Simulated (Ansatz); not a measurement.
Base system: TeO2 in the fluorite structure (space group Fm-3m, No. 225; a = 5.335 Å; a hypothetical phase, not in the database extracts checked).

Level of theory: r2SCAN (Ansatz, a first-principles code), scalar-relativistic without spin-orbit coupling.

Before the change:

```
Property                         Value
-----------------------------  -------
Band gap                       1.00 eV
Smallest direct gap            2.91 eV
Lattice parameter a            5.335 Å
Width of the top valence band  3.53 eV
```

It is then changed as follows: a negative pressure, −1 GPa.

Question: Estimate the effect on the band gap, smallest direct gap, lattice parameter a and width of the top valence band.

Answer: The band gap stays 1.00 eV; the smallest direct gap falls by 0.02 eV, from 2.91 eV to 2.89 eV; the lattice parameter a rises by 0.010 Å (5.335 Å → 5.345 Å); the width of the top valence band falls by 0.04 eV, from 3.53 eV to 3.49 eV.

Spin-orbit coupling, missing from the scalar runs, can matter with Te. Load acts through the strain it causes; cell and atoms are relaxed under it. Stability against distortions was not tested.
